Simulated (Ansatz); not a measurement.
## MnGaGe, alloy series

Consider MnGaGe (space group P4/nmm, No. 129; a = 3.880 Å, c = 5.746 Å; ferromagnetic; a cell from a computed database, its experimental status unchecked).

The other end (x = 1) is MnZnGa (space group P4/nmm, No. 129; ferromagnetic; a hypothetical phase, not in the database extracts checked): 14.22 Å³/atom, gap zero; this end may not be an ambient phase.

Zn replaces a fraction x of Ge; each row is one arrangement (x, atoms in the cell, starting space group or random), fully relaxed.

The values are results of Ansatz (a program for electronic structure), PBEsol, PAW, cutoff 420 eV, without spin-orbit coupling, not measurements.

Notes on the quantities. mixing energy: to 0.01 eV only: unlike meshes or grids; against an end that may be hypothetical.

```
variant                       shortest interatomic distance  mixing energy
----------------------------  -----------------------------  -------------
base                                                2.479 Å              –
x(Zn) = 0.25, 12 atoms, Amm2                        2.453 Å  -0.02 eV/atom
x(Zn) = 0.25, 12 atoms, P4mm                        2.453 Å  -0.01 eV/atom
x(Zn) = 0.75, 12 atoms, Amm2                        2.519 Å  -0.01 eV/atom
```

Other magnetic orders, which the real material may have, were not ruled out. These are small ordered cells, not random alloys; other orderings at the same x differ. Stability against distortions was not tested.
